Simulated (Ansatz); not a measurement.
Data:

End structure of a constructed model of the (0001) surface of hcp Ti, a layer of Zn in place of the third plane (bottom of the slab: a bare face, its two planes held):

```yaml
crystal:
  lattice:
    - [2.93864, 0.00000, 0.00000]
    - [-1.46932, 2.54493, 0.00000]
    - [0.00000, 0.00000, 27.50000]
  atoms:
    - { symbol: Ti, position: [0.66667, 0.33333, 0.29686] }
    - { symbol: Ti, position: [0.33333, 0.66667, 0.38143] }
    - { symbol: Ti, position: [0.66667, 0.33333, 0.46470] }
    - { symbol: Zn, position: [0.33333, 0.66667, 0.54900] }
    - { symbol: Ti, position: [0.66667, 0.33333, 0.63318] }
    - { symbol: Ti, position: [0.33333, 0.66667, 0.71139] }
```

Model: 6-atom slab, 11.2 Å thick at the start, 15x15x1 mesh, Fermi-Dirac 0.1 eV, dipole correction, 2 atoms held, the rest relaxed; symmetry of the start imposed; no spin, no spin-orbit, no U. In PBE it is, or lies within 0.01 eV a 1x1 cell of, the lowest of the 2 structures of its composition computed so far; larger cells were not tried.

Give the work function of the top face at the level Ansatz (a quantum-chemistry and plane-wave program) with PBE.

4.38 eV
